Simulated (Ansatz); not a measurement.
Cost and result by functional for the surface energy of the (20-21) surface of hcp Ru in its 1x1 cell, outermost plane spacing 0.19 Å in the ideal cut, in Ansatz (plane waves, PAW). Single points on the PBE structure, on one kind of machine; costs are rough ratios of the slab run's core time (references not counted) to the cheapest single point. r2SCAN's cost holds its higher cutoff (500 against 420 eV). Differences are taken against r2SCAN for comparison alone: no measured value is at hand, so the table doesn't rank accuracy.

Set-up: 20 atoms, 10.4 Å thick at the start (thin: gaps and levels are the slab's own); mesh 14x5x1; 0.1 eV smearing; dipole correction on; all atoms relaxed; held to the part of the start's symmetry that mesh and held atoms allow; no spin, no spin-orbit, no U. These notes are the PBE run's.

```csv
functional,relative cost,surface energy (J/m²),less r2SCAN (J/m²)
LDA,1,3.62,0.36
RPBE,1,2.77,-0.48
PBEsol,1,3.45,0.20
r2SCAN,2,3.25,0.00
PBE (the relaxed run's value),–,3.02,-0.23
```

The values span 0.84 J/m², while the single points' costs differ by a factor of roughly 2. Differences are of unrounded values.

Ansatz is a program for electronic structure.
